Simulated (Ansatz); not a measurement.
We consider Te (within 0.1 Å of Pm-3m, No. 221, 3 atoms in the cell; start mp-570459; another form than the element's usual one), described by PBEsol (Ansatz, an electronic-structure program, plane waves, PAW).

The input as run:

Ansatz 0.2 input:
```yaml
crystal:
  lattice:
    - [3.8639207424, -2.2303479407, 0.0316250045]
    - [3.8639207424, 2.2303479407, 0.0316250045]
    - [-0.0458927851, 0.0, 5.4377048057]
  atoms:
    - { symbol: Te, position: [0.6666541019, 0.6666541019, 0.6666638303] }
    - { symbol: Te, position: [0.3333458981, 0.3333458981, 0.3333361697] }
    - { symbol: Te, position: [0.0, 0.0, 0.0] }
basis:
  ecutwfc: 520
  ecutrho_ratio: 4
  xc_grid: 2
kpoints:
  mp_grid: { grid: [14, 14, 10] }
hamiltonian:
  xc: pbesol
  dispersion: none
  pseudopotentials: { kind: paw }
scf:
  occupations: { method: fermi_dirac, width: 0.05 }
  convergence: { dr2_threshold: 0.0000000003 }
output:
  forces: true
  stress: true
  eigenvalues: true
```

The run printed, among other lines:

```
Crystal: 3 atoms, lattice volume = 93.730 Å³
Basis set: ecut = 520 eV, 2527 PW (Γ), exchange–correlation on 72×72×90 points (8 copies of the dense FFT grid, shifted against one another)
Bands: 29, of which v1, the nominal top of the filled ones, is band 24 counted from 1 (23 counted from 0)
Symmetry: 4 space group operations
Space group: C2/m (ITA 12), of the structure as read, at distance tolerance 4.5e-5 Å
k-points: 534 of 1960
Functional: x = pbesol(κ = 0.804, μ = 0.12345679012345678), c = pbesol(β = 0.046)
SCF iter   1: F=—  HF=-20704.482877 eV  |F-HF|=—  |Δ(HF+E_count)|=         —  Δρ=1.75e-3  dr2=9.97e-4
SCF iter   2: F=—  HF=-20704.479773 eV  |F-HF|=—  |Δ(HF+E_count)|=   3.10e-3  Δρ=4.93e-4  dr2=1.71e-4
  ...
SCF iter   5: F=—  HF=-20704.479611 eV  |F-HF|=—  |Δ(HF+E_count)|=   4.13e-8  Δρ=1.29e-6  dr2=2.19e-9
SCF iter   6: F=-20704.479611 eV  HF=-20704.479611 eV  |F-HF|=8.73e-11  |Δ(HF+E_count)|=  7.09e-10  Δρ=2.89e-7  dr2=7.68e-11
SCF 1 converged in 6 iterations: F = -20704.479611 eV  dr2 = 7.68e-11
SCF converged after 6 iterations
Free energy (F): -20704.479611 eV
Internal energy: -20704.466726 eV  (E = F + TS)
E sigma→0 (E₀):  -20704.473169 eV
Fermi energy:    9.969205 eV
--- Forces (eV/Å), atoms counted from 1 ---
  atom   1  Te     0.00004441     0.00000000     0.00008747
  atom   2  Te    -0.00004441    -0.00000000    -0.00008747
  atom   3  Te     0.00000000     0.00000000     0.00000000
--- Stress (GPa, compression-positive) ---
        0.017777       0.000000       0.002630
        0.000000       0.015798      -0.000000
        0.002630      -0.000000       0.013895
  P = ⅓ Tr σ = 0.0158 GPa (0.158 kbar)
```

The PAW data were made under PBE.

Cost on a shared machine: very roughly 90 core-seconds.

A start named mp-… is a Materials Project structure, which need not be a measured phase.
